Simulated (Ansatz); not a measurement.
**GaSb: pressure 0.7 GPa**

The reference is GaSb in the zinc blende structure (space group F-43m, No. 216; a = 6.132 Å).

Perturbation: a hydrostatic pressure of 0.7 GPa.

Computed with Ansatz (a program for electronic structure) r2SCAN, without spin-orbit coupling. Γ-centred 13×13×13 mesh, Fermi–Dirac width 0.05 eV.

```csv
quantity,base,changed,shift
volume per atom,28.83 Å³,28.47 Å³,-0.36 Å³
density,5.51 g/cm³,5.58 g/cm³,+0.07 g/cm³
lattice parameter a,6.132 Å,6.107 Å,-0.0256 Å
shortest interatomic distance,2.655 Å,2.644 Å,-0.011 Å
enthalpy H = E + PV relative to the base's energy,–,+0.13 eV/atom,–
band gap,0.41 eV,0.51 eV,+0.10 eV
gap character,direct at Γ,direct at Γ,–
width of the top valence band,3.21 eV,3.27 eV,+0.06 eV
electron mass,0.023 mₑ (at Γ),0.028 mₑ (at Γ),–
"hole mass (degenerate bands, along [100])","0.023, 0.26, 0.26 mₑ (at Γ)","0.027, 0.26, 0.26 mₑ (at Γ)",–
"valley order (the lowest conduction-band minima on the path, energy above the VBM, named in the base's zone)","Γ 0.41 eV; L along ⟨111⟩ 0.68 eV; a point along ⟨100⟩, about 0.9 Å⁻¹ from Γ 1.10 eV","Γ 0.51 eV; L along ⟨111⟩ 0.71 eV; a point along ⟨100⟩, about 0.9 Å⁻¹ from Γ 1.08 eV",–
```

Final structure:

```
CELL_PARAMETERS angstrom
      0.00000     3.05341     3.05341
      3.05341     0.00000     3.05341
      3.05341     3.05341     0.00000
ATOMIC_POSITIONS crystal
  Sb 0.75000 0.75000 0.75000
  Ga 0.00000 0.00000 0.00000
```

With Sb present, leaving out spin-orbit coupling can change the band edges. Load acts through the strain it causes; cell and atoms are relaxed under it. Masses are band curvatures over ±0.01 Å⁻¹ around the edge. No phonon test of stability was made.
